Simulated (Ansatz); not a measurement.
Input and output of a zone-centre phonon calculation for LaGa (Cmcm, 4 atoms in the cell) (Ansatz, a program for electronic structure).

Method of the run: LDA (PW92), default PAW files made with PBE (plane waves; Ansatz).

```xyz
4
Lattice="2.3065 -5.7504 0.0000 2.3065 5.7504 0.0000 0.0000 0.0000 4.2785" Properties=species:S:1:pos:R:3 pbc="T T T"
La     2.3065    -4.1456     1.0696
La     2.3065     4.1456     3.2089
Ga     2.3065    -0.7731     1.0696
Ga     2.3065     0.7731     3.2089
```

Reference input (self-consistent single point, DFT, LDA (PW92), plane waves, default PAW files made with PBE): basis.ecutwfc = 420 eV; kpoints.mp_grid.grid = 7 7 7; hamiltonian.xc = lda; hamiltonian.pseudopotentials = {kind: paw} (the program's default PAW files); scf.occupations.method = gaussian; scf.occupations.width = 0.1 eV. This run's input differs from it in these lines:

Ansatz 0.2 input:
```diff
@@ -13,3 +13,3 @@
 kpoints:
-  mp_grid: { grid: [7, 7, 7] }
+  mp_grid: { grid: [11, 11, 11] }
 hamiltonian:
@@ -19,6 +19,4 @@
   occupations: { method: gaussian, width: 0.1 }
-output:
-  forces: true
-  eigenvalues: true
-  stress: true
+phonons:
+  method: dfpt
```

Output, abridged:

```
SCF iter   1: F=—  HF=-19568.431921 eV  |F-HF|=—  |Δ(HF+E_count)|=         —  Δρ=6.50e-3  dr2=8.12e-2  ethr=1.77e-3  ⟨swp⟩=5.2  Hψ=25242  notcnv=0
all-band conjugate gradients solve this SCF's bands
preconditioner: auto → Kerker (q_TF=auto, 2.364 Å⁻¹)
SCF iter   2: F=—  HF=-19568.417652 eV  |F-HF|=—  |Δ(HF+E_count)|=   1.43e-2  Δρ=3.55e-3  dr2=3.11e-2  ethr=1.69e-4  ⟨swp⟩=3.0  Hψ=11376  notcnv=0  defer=56
   [... lines left out ...]
SCF iter   7: F=—  HF=-19568.411189 eV  |F-HF|=—  |Δ(HF+E_count)|=   1.40e-6  Δρ=8.65e-6  dr2=8.12e-8  ethr=2.98e-9  ⟨swp⟩=2.0  Hψ=9810  notcnv=0  defer=56
SCF iter   8: F=—  HF=-19568.411189 eV  |F-HF|=—  |Δ(HF+E_count)|=   3.56e-8  Δρ=1.59e-6  dr2=2.39e-9  ethr=1.69e-10  ⟨swp⟩=2.1  Hψ=9913  notcnv=0  defer=56
SCF iter   9: F=—  HF=-19568.411189 eV  |F-HF|=—  |Δ(HF+E_count)|=  6.08e-10  Δρ=4.41e-7  dr2=2.21e-10  ethr=4.98e-12  ⟨swp⟩=2.3  Hψ=11131  notcnv=0  defer=56
SCF iter  10: F=-19568.411189 eV  HF=-19568.411189 eV  |F-HF|=3.64e-12  |Δ(HF+E_count)|=  6.18e-11  Δρ=7.58e-8  dr2=8.92e-12  ethr=1.00e-12  ⟨swp⟩=10.8  Hψ=40636  notcnv=0
SCF 1 converged in 10 iterations: F = -19568.411189 eV  dr2 = 8.92e-12
DFPT response loops at Γ: preconditioner auto → Kerker (q_TF=auto, 2.364 Å⁻¹) (partly filled bands, converged f_vac=0.000) …
Free energy (F): -19568.411189 eV
Internal energy: -19568.391779 eV  (E = F + TS)
E sigma→0 (E₀):  -19568.401484 eV
Entropy (-TS):   -0.019410 eV (-4.853 meV/atom)
Fermi energy:    9.815760 eV
--- Phonons (Γ-DFPT): 6 representative perturbations + reference, on 216 of 1331 k-points (Σ response iterations 22) ---
  k mesh reduced under 4 symmetry operations, with k and −k counted as one. Each operation leaves every solved displacement unchanged or reverses it
  ASR residual: 1.570e-4 → 0.000e0 eV/Å²; symmetrization residual: 3.561e-6 eV/Å²
  ASR residual per site (eV/Å²): 1.57e-4 1.57e-4 1.51e-4 1.51e-4
  Γ frequencies (cm⁻¹): 0.00 0.00 0.00 59.56 71.00 81.14 100.61 102.31 103.02 114.12 153.67 172.73
  non-analytic LO–TO correction: not included (Born effective charges unavailable; polar crystals: no LO–TO splitting at Γ)
```

The run converged in 10 iterations. 

Summary of the result:
| Quantity | Result |
|---|---|
| Free energy E − TS (on the zero of these files) | -19568.4112 eV |
| Fermi level (on the code's own zero) | 9.82 eV |
| Zone-centre frequencies (cm⁻¹; negative means imaginary) | 0, 0, 0, 60, 71, 81, 101, 102, 103, 114, 154, 173 |

The starting cell comes from a database of computed structures (which also holds hypothetical and non-ambient phases and stackings), without a prior relaxation at this level. Its lattice was rescaled by up to half a per cent.

Cost on one core of a shared machine: roughly 10 min.
